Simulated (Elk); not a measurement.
A self-consistent single point of PtS2 (P-3m1, 3 atoms in the cell) with Elk.

Method of the run: LDA (PW92), all-electron FP-LAPW, Elk's shipped species files, APW+lo basis with extra local orbitals (Elk).

```
PtS2
1.0
    3.50474     0.00000     0.00000
   -1.75237     3.03519     0.00000
    0.00000     0.00000     5.52767
Pt S
1 2
Direct
  0.00000   0.00000   0.00000
  0.66667   0.33333   0.77966
  0.33333   0.66667   0.22034
```

Reference input (self-consistent single point, DFT, PBE, all-electron FP-LAPW, Elk's shipped species files, APW+lo basis with extra local orbitals): xctype = 20; rgkmax = 8; stype = 3; swidth = 0.00183747 Ha; ngridk = 6 6 3; tforce = true; gmaxvr = 18 1/bohr; lmaxapw = 10; lmaxo = 8; nxlo = 2; lorbcnd = true; lradstp = 2. This run's input differs from it in these lines:

```diff
@@ -4,3 +4,3 @@
 xctype
-  20
+  3
```

Output (repeated stretches shortened):

```
│ Self-consistent loop started │
│ Loop number : 1 │
 total energy                :     -19203.9442199
│ Loop number : 2 │
 total energy                :     -19205.6340322
RMS change in Kohn-Sham potential (target) :   0.2107898436     (  0.1000000000E-05)
Absolute change in total energy (target)   :    1.689812273     (  0.1000000000E-03)
│ Loop number : 3 │
 total energy                :     -19216.0990869
RMS change in Kohn-Sham potential (target) :   0.1430733448     (  0.1000000000E-05)
Absolute change in total energy (target)   :    10.88750777     (  0.1000000000E-03)
│ Loop number : 4 │
   [... lines left out ...]
Absolute change in total energy (target)   :   0.6177719479E-03 (  0.1000000000E-03)
│ Loop number : 14 │
 total energy                :     -19232.5003848
RMS change in Kohn-Sham potential (target) :   0.1437027818E-06 (  0.1000000000E-05)
Absolute change in total energy (target)   :   0.1776389872E-03 (  0.1000000000E-03)
│ Loop number : 15 │
 total energy                :     -19232.5003821
RMS change in Kohn-Sham potential (target) :   0.1116143105E-06 (  0.1000000000E-05)
Absolute change in total energy (target)   :   0.4171742330E-04 (  0.1000000000E-03)
Convergence targets achieved

│ Loop number : 16 │

Energies :
 Fermi                       :     0.266892796856
 total energy                :     -19232.5003999

Density of states at Fermi energy :   0.4703882573E-03
 (states/Hartree/unit cell)

Estimated indirect band gap :   0.4707927051E-01
 from k-point     13 to k-point     12
Estimated direct band gap   :   0.5906563281E-01
 at k-point      5

Charges :
 core                        :    68.00000000
 valence                     :    42.00000000
 interstitial                :    7.204952992
 muffin-tins (core leakage)
  species :    1 (Pt)
   atom    1                 :    76.09462340     (  0.1604916357E-02)
  species :    2 (S)
   atom    1                 :    13.35021181     (  0.7370724037E-03)
   atom    2                 :    13.35021181     (  0.7370724037E-03)
   [... lines left out ...]
   total force               :    -0.00000000   -0.00000000    0.00037798
   total magnitude           :     0.00037798
  atom :    2
   Hellmann-Feynman          :    -0.00000000    0.00000000    0.63562247
   IBS                       :     0.00000000   -0.00000000   -0.63600045
   total force               :     0.00000000    0.00000000   -0.00037798
   total magnitude           :     0.00037798
```

The run converged in 16 iterations. The count includes the last loop, which Elk runs after its targets are met. Against the reference run the gap on the mesh goes from 1.407 to 1.281 eV.

The starting cell comes from a database of computed structures (which also holds hypothetical and non-ambient phases and stackings), without a prior relaxation at this level. Its lattice was rescaled by a random factor within 2.5 % of one. Spin-orbit coupling is off. Values depend on the basis (sphere radii, cutoffs, local orbitals), which need not be converged.

Cost on one core of a shared machine: roughly 2 min.
